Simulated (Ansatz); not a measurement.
Structures of equal composition on the (111)A surface of zinc-blende ZnS (Zn plane on top): 2x2 Zn adatom at H3; 2x2 Zn adatom at T1; 2x2 Zn adatom at T4. The slabs share one bottom face, and each structure is named by its start. These are constructed structures in small cells; real faces may alloy, dewet or reconstruct in larger ones, and not all known structures of the face are among them. Slabs of about 13 Å with all that they carry, Fermi-Dirac smearing of 0.025 eV. Bottom of the slabs: H caps. Relaxed from the named starts with such symmetry as they have, on meshes of like density; energies extrapolated to zero smearing; no spin-orbit coupling, no U. Spin-polarised runs, if any, are marked in brackets, and their order is one that fits the cell; the others ran without spin. Where a second, spin-polarised start was run, the lower counts.

Host crystal: zinc-blende ZnS, with a band gap (PBE, scalar-relativistic without spin-orbit coupling).

Method: PBE (plane waves to 420 eV, PAW; Ansatz, a quantum-chemistry and plane-wave program).

Task: Order them by energy per 1x1 cell (lowest first) at the level PBE.

Result: 2x2 Zn adatom at T4 (0.000 eV (1 S–Zn bonds broke), gap 0.73 eV on the mesh), 2x2 Zn adatom at T1 (0.055 eV (3 S–Zn bonds broke), gap 1.57 eV on the mesh), 2x2 Zn adatom at H3 (0.201 eV, no gap over 0.04 eV on the mesh)
